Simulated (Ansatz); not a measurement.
An Ansatz (a first-principles code) run: Rb with a change (Rb → Yb); PBEsol in Ansatz (plane waves to 420 eV, PAW, no SOC).

Input:

Ansatz 0.2 input:
```yaml
crystal:
  lattice:
    - [-1.9942840607, 1.9942840607, 1.9942840607]
    - [1.9942840607, -1.9942840607, 1.9942840607]
    - [1.9942840607, 1.9942840607, -1.9942840607]
  atoms:
    - { symbol: Yb, position: [0, 0, 0] }
basis: { ecutwfc: 420, ecutrho_ratio: 4, xc_grid: 2, fft_grid_basis: typed }
kpoints: { mp_grid: { grid: [16, 16, 16] } }
hamiltonian:
  xc: pbesol
  dispersion: none
  pseudopotentials: { kind: paw }
scf: { occupations: { method: fermi_dirac, width: 0.05 }, convergence: { dr2_threshold: 0.0000000001 } }
output: { forces: true, stress: true }
checkpoint: { write: state.ck, write_every: 1000 }
```

Output (explanatory and most iteration lines left out):

```
Pseudopotential: Yb, paw, valence charge 24
Crystal: 1 atoms, lattice volume = 31.726 Å³
Basis set: ecut = 420 eV, 627 PW (Γ), exchange–correlation on 48×48×48 points (8 copies of the dense FFT grid, shifted against one another)
Bands: 16, of which v1, the nominal top of the filled ones, is band 12 counted from 1 (11 counted from 0)
Symmetry: 48 space group operations
Space group: Im-3m (ITA 229), of the structure as read, at distance tolerance 3.2e-5 Å
k-points: 145 of 4096
Functional: x = pbesol(κ = 0.804, μ = 0.12345679012345678), c = pbesol(β = 0.046)
SCF iter   1: F=—  HF=-13676.537645 eV  |F-HF|=—  |Δ(HF+E_count)|=         —  Δρ=1.21e-2  dr2=3.58e-2  ethr=1.77e-3  ⟨swp⟩=5.5  Hψ=11927  notcnv=0
SCF iter   2: F=—  HF=-13676.531862 eV  |F-HF|=—  |Δ(HF+E_count)|=   5.78e-3  Δρ=4.22e-3  dr2=4.68e-3  ethr=1.49e-4  ⟨swp⟩=2.0  Hψ=5265  notcnv=0
SCF 1 converged in 9 iterations: F = -13676.531049 eV  dr2 = 1.50e-11
SCF converged after 9 iterations
Free energy (F): -13676.531049 eV
Internal energy: -13676.519185 eV  (E = F + TS)
E sigma→0 (E₀):  -13676.525117 eV
Entropy (-TS):   -0.011865 eV (-11.865 meV/atom)
Fermi energy:    12.070288 eV
--- Forces (eV/Å), atoms counted from 1 ---
  atom   1  Yb     0.00000000    -0.00000000     0.00000000
--- Stress (GPa, compression-positive) ---
       -0.004498      -0.000000      -0.000000
        0.000000      -0.004498      -0.000000
       -0.000000      -0.000000      -0.004498
  P = ⅓ Tr σ = -0.0045 GPa (-0.045 kbar)
```

The state of the 4f shell was not checked for lower solutions. Whether these cells are dynamically stable was not tested. Seeded moments were not kept for Rb → Yb. The final runs are not spin-polarised. The cell was made from Rb by this change: Rb → Yb; the result is a model cell, its experimental status unchecked. This is not the structure that Yb has at room temperature and ambient pressure.
